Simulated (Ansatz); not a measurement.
Worked calculations on one periodic cell of amorphous Nb₁₆O₄₂Ti: Nb16O42Ti, 59 atoms, volume 868.4 Å³, made by a melt-quench on the CHGNet potential and relaxed with DFT. O atoms were pushed apart under 1.9 Å during the dynamics, to hinder bonds among them. It is a model cell: composition and starting density were chosen by hand, and all elements were melted together. Cycles of charging were run to anneal it. Calculation: PBE, scalar-relativistic without spin-orbit coupling (plane waves to 420 eV, PAW; Ansatz, a quantum-chemistry and plane-wave program). Sampling: a 2×2×2 Γ-centred mesh; Fermi-Dirac width 0.02 eV; no spin polarisation. Its volume was relaxed, its shape was held as a cube, and it stands at a mean pressure of 0.1 GPa with stress components up to 1.5 GPa; the relaxation ran on the zone centre alone. Its density went from a set 4.26 to 4.22 g/cm³. The cell is small and was quenched far faster than a real film, so it is one sample of the glass.

Question: Count formal charges (Nb +5, O -2, Ti +4). What does the count lead one to expect at the Fermi level, and what does the calculation give?

Answer: 16 × (+5) + 42 × (-2) + 1 × (+4) = 0. The charges balance, so the anion-derived valence states can be full and a gap can open. On this mesh the highest filled and lowest empty level lie 2.89 eV apart, the PBE gap of this cell.

Four energies for an added electron at PBE on the zone centre alone (charged cells in a uniform background, spin-polarised): neutral at the neutral geometry -99217.467 eV; charged at the neutral geometry -99209.033 eV; charged and relaxed -99209.114 eV; neutral at the charged geometry -99217.362 eV.

Question: Find the two relaxation energies and their sum, the reorganisation energy.

Answer: On charging: -99209.033 − (-99209.114) = 0.081 eV. On discharging: -99217.362 − (-99217.467) = 0.105 eV. The sum is 0.186 eV. The carrier's level spreads over 19 of the 59 atoms' worth, more than a fifth of the atoms or a third of the atoms of its main element (six at least), and the sum is small, so it counts as a band carrier, whose relaxation energy shrinks as the cell grows. PBE's self-interaction favours spread-out carriers, so a hybrid can localise more.

Four energies for a hole at PBE on the zone centre alone (charged cells in a uniform background, spin-polarised): neutral at the neutral geometry -99217.467 eV; charged at the neutral geometry -99222.855 eV; charged and relaxed -99223.123 eV; neutral at the charged geometry -99216.681 eV.

Question: Find the two relaxation energies and their sum, the reorganisation energy.

Answer: On charging: -99222.855 − (-99223.123) = 0.268 eV. On discharging: -99216.681 − (-99217.467) = 0.786 eV. The sum is 1.054 eV. The carrier's level spreads over 4 of the 59 atoms' worth, so it counts as localised, most on one O atom with neighbours Nb 1.89 Å, Nb 1.97 Å (neutral geometry). The values are uncorrected: the image energy of a point charge in this cell, 2.84 × 14.40 / (2 × 9.5) = 2.1 eV before screening, is screened by electrons alone at the fixed geometry and by ions too after relaxing, and the carrier can be spread before it relaxes, so each term can be off by up to that value times 1/ε∞, some tenths of an eV. PBE's self-interaction favours spread-out carriers, so a hybrid can localise more.
